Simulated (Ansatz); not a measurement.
# WO₃ (P6/mmm, No. 191, 12 atoms in the cell; start COD 1004057; the formula has other measured phases)

All values below come from PBEsol in Ansatz (plane waves, PAW).

Run with plane-wave cutoff 520 eV, 6×6×10 k mesh (along the axes of the cell as run), Fermi–Dirac smearing 0.01 eV, no spin polarisation, scalar-relativistic PAW data made under PBE.

Cell (relaxed at this level):

WO$_{3}$ is modelled in the hexagonal space group P6/mmm (No. 191), Pearson symbol hP12. Lattice parameters: a = b = 7.390 Å, c = 3.800 Å, α = β = 90.00°, γ = 120.00°. W on 3f is surrounded by 6 O at 1.900–1.902 Å (octahedral). O1 on 3g is surrounded by 2 W at 1.900 Å (linear). O2 on 6l is surrounded by 2 W at 1.902 Å (bent). (Neighbours: up to the widest gap in distance over summed covalent radii, below 1.35, at either atom; cation-cation and far metal-metal contacts left out.)

* **band gap**: 0.63 eV
* **smallest direct gap on the k points sampled**: 1.38 eV
* **Γ–Γ gap**: 1.64 eV

Note: the relaxation could not lower the start's symmetry, so a distorted cell can lie lower.

Spin–orbit coupling is not included.

Computed values are for the static lattice.

Ansatz is a program for electronic structure.
